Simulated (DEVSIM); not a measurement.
Device: Pd/Si3N4/n-Ge capacitor, at 300 K.

| layer (left to right) | material | thickness (nm) | Nd (cm⁻³) |
|---|---|---|---|
| 1 | Si3N4 | 2.80 | - |
| 2 | Ge | 9300 | 4.1e15 |

Metal gate on the left, work function 5.2 eV. Fixed charge at the semiconductor interface 9e11 cm⁻² (in units of +e); no interface traps.

The device is made up for the run: typed textbook-type constants, with dimensions and the other settings drawn at random. Values at 300 K.

| parameter | Si3N4 | Ge |
|---|---|---|
| gap (eV) | 5.1 | 0.664 |
| affinity (eV) | 2.1 | 4 |
| permittivity | 7.5 | 16 |
| Nc (cm⁻³) | - | 1.04e19 |
| Nv (cm⁻³) | - | 6e18 |

DEVSIM, 1D Poisson equation in equilibrium, Boltzmann statistics, complete ionisation; no quantum confinement or tunnelling. Metal contacts follow the ideal Schottky-Mott rule: no Fermi-level pinning, no interface dipoles.

Base results: capacitance of the dielectric stack (μF/cm²) 2.37; flat-band voltage (V) 0.94; threshold voltage (band bending 2φF) (V) 0.65; minimum of the low-frequency capacitance (μF/cm²) 0.0544.

Q: What follows from this one change: substrate doping 4.1e+15 → 8.2e+15 cm^-3?

A: capacitance of the dielectric stack little changed (2.37 μF/cm²); flat-band voltage 0.94 → 0.95 V; threshold voltage (band bending 2φF) 0.65 → 0.63 V; minimum of the low-frequency capacitance 0.0544 → 0.0682 μF/cm².

Q: What follows from this one change: fixed charge 9e+11 → -2.1e+12 cm^-2?

A: capacitance of the dielectric stack little changed (2.37 μF/cm²); flat-band voltage 0.94 → 1.14 V; threshold voltage (band bending 2φF) 0.65 → 0.86 V; minimum of the low-frequency capacitance little changed (0.0548 μF/cm²).

Q: What follows from this one change: interface trap density 0 → 1e+10 cm^-2 eV^-1?

A: capacitance of the dielectric stack little changed (2.37 μF/cm²); flat-band voltage little changed (0.94 V); threshold voltage (band bending 2φF) little changed (0.65 V); minimum of the low-frequency capacitance 0.0544 → 0.0559 μF/cm².

Q: What follows from this one change: Si3N4 thickness 0.0028 → 0.0011 μm?

A: capacitance of the dielectric stack 2.37 → 6.04 μF/cm²; flat-band voltage 0.94 → 0.97 V; threshold voltage (band bending 2φF) 0.65 → 0.70 V; minimum of the low-frequency capacitance little changed (0.0543 μF/cm²).

Q: What follows from this one change: gate work function 5.2 → 5.05 eV?

A: capacitance of the dielectric stack little changed (2.37 μF/cm²); flat-band voltage 0.94 → 0.79 V; threshold voltage (band bending 2φF) 0.65 → 0.50 V; minimum of the low-frequency capacitance little changed (0.0544 μF/cm²).
